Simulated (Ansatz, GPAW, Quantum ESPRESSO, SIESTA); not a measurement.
SrIr2 (Fd-3m, 6 atoms in the cell) computed with different codes at matched settings

Self-consistent single point.

```xyz
6
Lattice="0.0000 3.8239 3.8239 3.8239 0.0000 3.8239 3.8239 3.8239 0.0000" Properties=species:S:1:pos:R:3 pbc="T T T"
Sr     1.9120     1.9120     1.9120
Sr     0.0000     0.0000     0.0000
Ir     2.8679     4.7799     2.8679
Ir     4.7799     4.7799     4.7799
Ir     4.7799     2.8679     2.8679
Ir     2.8679     2.8679     4.7799
```

Shared settings, as Ansatz (a first-principles code) writes them: kpoints.mp_grid.grid = 9 9 9; scf.occupations.method = gaussian; scf.occupations.width = 0.136 eV. Potentials and cutoffs stand in the table.

```csv
code,model,pressure (GPa),cutoff
Quantum ESPRESSO,"PBEsol, GBRV 1.5 ultrasoft (PBESOL) pseudopotentials",-1.04,40 Ry
SIESTA,"GGA PBEsol, numerical atomic orbitals DZP, PseudoDojo PBEsol standard norm-conserving potentials (rewritten from UPF to PSML)",2.23,grid 350 Ry
GPAW,"PBEsol, GPAW PAW datasets PBEsol (made by gpaw-setup)",-0.40,550 eV
Ansatz,"PBEsol, PAW files made with PBE",-0.57,420 eV
```

On Ansatz's run: spin-orbit coupling is off. Spin polarisation is off.

The spread over the programs that give each value: pressure within 3.27 GPa.

SIESTA uses small atom-centred bases, whose incompleteness enters pressures, forces and empty levels differently from a plane-wave cutoff. Ansatz's pressure is given at a fixed set of plane waves, as the other plane-wave codes print theirs; with its correction for the finite basis it is -0.53 GPa. In the pressure, SIESTA (by 2.80) lies more than 1 GPa from the median of the plane-wave programs.

The starting cell comes from a database of computed structures (which also holds hypothetical and non-ambient phases and stackings), without a prior relaxation at this level. Its lattice was rescaled by a random factor within 2.5 % of one.

Left out of this page: Elk (not drawn, or without a comparable value).

Keys are those of Ansatz 0.2.
